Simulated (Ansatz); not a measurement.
The starting structures come from a database of crystals and need not be the phases stable at ambient conditions.

Inside the gap of an insulator the Bloch states are evanescent, with a wavenumber k + iκ along the transport direction.

Given:

```xyz
12
Lattice="5.7447 0.0000 0.0000 0.0000 5.7447 0.0000 0.0000 0.0000 10.5652" Properties=species:S:1:pos:R:3 pbc="T T T"
Al     0.0000     2.8724     7.9239
Al     2.8724     0.0000     2.6413
Cu     2.8724     2.8724     0.0000
Cu     2.8724     2.8724     5.2826
Br     4.4112     1.4967     9.2313
Br     1.4967     1.3335     1.3339
Br     1.3335     4.2480     9.2313
Br     4.2480     4.4112     1.3339
Br     4.4112     4.2480     6.6164
Br     1.4967     4.4112     3.9487
Br     1.3335     1.4967     6.6164
Br     4.2480     1.3335     3.9487
```

The cell is taken as given.

Transport runs along the normal of the first two printed cell vectors, the (001) plane of the conventional cell.

The gap is the functional's own, uncorrected, and κ follows it; spin-orbit coupling is left out. Mid-gap means the computed energy nearest the middle.

Estimate the band gap and the smallest decay constant κ at mid-gap that r2SCAN in Ansatz (a quantum-chemistry and plane-wave program) returns for this system.

Gap 2.71 eV on a 6×6×4 mesh; κ = 0.279 1/Å, at the zone centre.
